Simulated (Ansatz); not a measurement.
Take Ti in the hcp (Mg type) structure (space group P6_3/mmc, No. 194; a = 2.902 Å, c = 4.593 Å; relaxed with 0.1 eV smearing) as the base. Axes: x lies along a and z along c of the hexagonal cell.

All numbers come from PBEsol (Ansatz, an electronic-structure program, PAW, no SOC).

Base values:

```
Property                        Result
-----------------------------  -------
Pressure                       0.0 GPa
Shortest interatomic distance  2.843 Å
Band gap                          zero
```

Now apply this change: uniaxial strain ε_zz = +2.00 %, all other strain components held at zero; the atoms relax in the strained cell.

### Question
Predict the new pressure.

### Answer
The pressure (mean of the normal stresses, compression positive) goes from zero to -2.3 GPa.

### Question
Estimate the effect on the shortest interatomic distance.

### Answer
The shortest interatomic distance goes up by 0.037 Å (2.843 Å → 2.880 Å).

### Question
What happens to the energy relative to the base?

### Answer
The energy increases by 4.0 meV/atom.

### Question
What happens to the band gap?

### Answer
The band gap is still zero.

Stability against distortions was not tested. The final runs are not spin-polarised.
